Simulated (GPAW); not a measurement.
A working GPAW input for Lu (P6_3/mmc, 4 atoms in the cell) (DFT LDA (Perdew-Wang 92), plane waves, GPAW PAW datasets LDA (gpaw-data 1.0.1)):

```python
from ase import Atoms
from ase.units import GPa
from gpaw import GPAW, PW, FermiDirac

atoms = Atoms(['Lu', 'Lu', 'Lu', 'Lu'],
              cell=[[3.527565, 0.000000, 0.000000],
                    [-1.763783, 3.054961, 0.000000],
                    [0.000000, 0.000000, 11.349966]],
              positions=[[0.000000, 0.000000, 0.000000],
                         [0.000000, 0.000000, 5.674983],
                         [-0.000002, 2.036642, 2.837492],
                         [1.763784, 1.018319, 8.512474]],
              pbc=True)

calc = GPAW(mode=PW(800),
            xc='LDA',
            kpts=(6, 6, 2),
            occupations=FermiDirac(0.1),
            nbands=-8,
            convergence={'forces': 0.001},
            symmetry={'symmorphic': False, 'tolerance': 0.0005},
            maxiter=150)

atoms.calc = calc

energy = atoms.get_potential_energy()
print('Energy (eV):', round(energy, 6))
forces = atoms.get_forces()
print('Forces (eV/Ang):')
print(forces.round(5))
stress = atoms.get_stress()
print('Stress (GPa, Voigt):', (stress / GPa).round(4))
```

The run converged in 27 iterations: free energy E − TS (from the program's reference atoms) -18.2463 eV; Fermi level (on the code's own zero) 7.50 eV; pressure -6.68 GPa. Each of these slips is then made, one at a time:

(1)
```diff
+            charge=2,
```

(2)
```diff
-              cell=[[3.527565, 0.000000, 0.000000],
-                    [-1.763783, 3.054961, 0.000000],
-                    [0.000000, 0.000000, 11.349966]],
-              positions=[[0.000000, 0.000000, 0.000000],
-                         [0.000000, 0.000000, 5.674983],
-                         [-0.000002, 2.036642, 2.837492],
-                         [1.763784, 1.018319, 8.512474]],
+              cell=[[1.866707, 0.000000, 0.000000],
+                    [-0.933354, 1.616616, 0.000000],
+                    [0.000000, 0.000000, 6.006143]],
+              scaled_positions=[[0.000000, 0.000000, 0.000000],
+                                [0.000000, 0.000000, 0.500000],
+                                [0.333333, 0.666667, 0.250000],
+                                [0.666667, 0.333333, 0.750000]],
-            maxiter=150)
+            maxiter=60)
```

Problem. Predict the outcome of each change.

Solution. 
(1) An unintended net charge. The run converged in 15 iterations without an error; against the sound input the pressure goes from -6.68 to -31.01 GPa.

(2) Cell lengths in the wrong unit (bohr against Å). The run converged in 24 iterations without an error; against the sound input the free energy goes up by 49.9 eV/atom and the pressure goes from -6.68 to 4112 GPa.

The starting cell was generated: these elements placed on a structure prototype, without a prior relaxation; it need not be a known phase or ordering of this composition. Its lattice was rescaled by a random factor within 2.5 % of one. In the base run, with a pressure of about -7 GPa the cell is away from its equilibrium volume at this level.

Left out of this page: 4 runs of the series outside the window shown, repeating another row's setting, or not comparable; 1 run of the series held back from this collection.
